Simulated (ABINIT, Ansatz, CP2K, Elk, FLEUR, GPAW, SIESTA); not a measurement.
# KTaO3 (Pm-3m, 5 atoms in the cell) computed with different codes at matched settings

Self-consistent single point.

```xyz
5
Lattice="4.0768 0.0000 0.0000 0.0000 4.0768 0.0000 0.0000 0.0000 4.0768" Properties=species:S:1:pos:R:3 pbc="T T T"
K      2.0384     2.0384     2.0384
Ta     0.0000     0.0000     0.0000
O      0.0000     2.0384     0.0000
O      2.0384     0.0000     0.0000
O      0.0000     0.0000     2.0384
```

Shared settings, as Ansatz (a quantum-chemistry and plane-wave program) writes them: kpoints.mp_grid.grid = 6 6 6; scf.occupations.method = fixed. Potentials and cutoffs stand in the table.

```tsv
code	model	gap on the mesh (eV)	cutoff
Ansatz	LDA (PW92), default PAW files made with PBE	1.930	420 eV
SIESTA	LDA PW92, numerical atomic orbitals TZP, PseudoDojo LDA standard norm-conserving potentials (rewritten from UPF to PSML)	1.720	grid 350 Ry
CP2K	LDA (Pade form), GPW, DZVP-MOLOPT-SR-GTH basis, GTH-PADE potentials (GTH_POTENTIALS)	2.182	grid 500 Ry
GPAW	LDA (Perdew-Wang 92), GPAW PAW datasets LDA (gpaw-data 1.0.1)	1.903	950 eV
Elk	LDA (PW92), all-electron FP-LAPW, Elk's shipped species files, default APW+lo basis	1.908	rgkmax 7
FLEUR	LDA (Perdew-Zunger), all-electron FLAPW (FLEUR), scalar-relativistic valence	1.941	Kmax 4.6 1/bohr
ABINIT	LDA (PW92), norm-conserving pseudopotentials (PseudoDojo nc-sr-04 LDA standard)	1.944	42 Ha
```

Gaps are read on the mesh.

On Ansatz's run: spin-orbit coupling is off.

The spread over the programs that give each value: gap on the mesh within 0.462 eV.

SIESTA and CP2K use small atom-centred bases, whose incompleteness enters pressures, forces and empty levels differently from a plane-wave cutoff. Elk and FLEUR treat all electrons, but the usual bases taken here (sphere radii, linearisation, local orbitals, empty states) were not tested for convergence, so the values are no reference for the others. In the pressure, SIESTA (by 1.49) and CP2K (by 7.35) lie more than 1 GPa from the median of the plane-wave programs. In the gap, SIESTA (by 0.210) and CP2K (by 0.251) lie more than 0.12 eV from the median of the plane-wave programs.

The starting cell comes from a database of computed structures (which also holds hypothetical and non-ambient phases and stackings), without a prior relaxation at this level. Its lattice was rescaled by a random factor within 2.5 % of one.

Keys are those of Ansatz 0.2.
